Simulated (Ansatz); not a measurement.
**Ge with two functionals, x(Sn) = 0.333, 6 atoms, P-3m1**

The parent structure is Ge in the diamond structure (space group Fd-3m, No. 227; a = 5.762 Å).

(Cell as relaxed with PBE.)

Levels (all Ansatz, a first-principles code, PAW): PBE (420 eV, scalar-relativistic without spin-orbit coupling); r2SCAN (500 eV, scalar-relativistic without spin-orbit coupling).

Each level relaxes its own structure.

```json
[
 {"base": "volume per atom", "PBE": "23.91 Å³", "r2SCAN": "22.84 Å³"},
 {"base": "lattice parameter a", "PBE": "10.888 bohr", "r2SCAN": "10.723 bohr"},
 {"base": "band gap", "PBE": "zero", "r2SCAN": "0.36 eV"}
]
```

The change: Sn replaces 33.3 % of the Ge, ordered in a cell of 6 atoms (starting symmetry P-3m1) and fully relaxed.

```tsv
quantity	PBE	r2SCAN
shortest interatomic distance	4.743 bohr	4.672 bohr
deviation of the volume from the linear (Vegard-type) interpolation	-0.3 %	-0.2 %
mixing energy (to 0.01 eV only: unlike meshes or grids)	+0.09 eV/atom	+0.11 eV/atom
band gap	zero	zero
```

PBE's shortest interatomic distance lies 0.0716 bohr above r2SCAN's (1.5 %); PBE's deviation of the volume from the linear lies 0.1 % below r2SCAN's; PBE's mixing energy lies 0.02 eV/atom below r2SCAN's; the two agree on the band gap. Neither level is exact; r2SCAN is the comparison here, not a measurement.

These are small ordered cells, not random alloys; other orderings at the same x differ. Whether these cells are dynamically stable was not tested. All final runs are without spin polarisation. A zero or small gap of Ge can be the functional's error rather than a property of the material.
